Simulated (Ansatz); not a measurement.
The reference is BaSnSe3 in the cubic perovskite structure (space group Pm-3m, No. 221; a = 5.360 Å; a hypothetical phase, not in the database extracts checked). Axes: x, y, z lie along the cube axes.

Calculations: Ansatz (an electronic-structure program), PBE, PAW, cutoff 420 eV, no spin-orbit coupling.

One thing is altered: every lattice vector is shortened by 1.07 %, atoms relaxed at fixed cell.

**Question.** Predict the stress tensor and what it implies for the stiffness.

**Answer.** Stress of the strained cell less that of the base (GPa, compression positive):
```
    1.5     0.0     0.0
    0.0     1.5     0.0
    0.0     0.0     1.5
```

Then B = −ΔP/(ΔV/V₀) with ΔV/V₀ = -0.0318 gives secant stiffness values (nonlinear terms included at this strain): B ≈ 47 GPa.

As a check, the harmonic strain energy −½ V₀ Δσ:ε is 4.6 meV/atom; the computed energy rise is 4.4 meV/atom.

Whether these cells are dynamically stable was not tested. The final runs are not spin-polarised. Many cubic perovskites are stable only at high temperature; tilts and polar distortions were not tested.
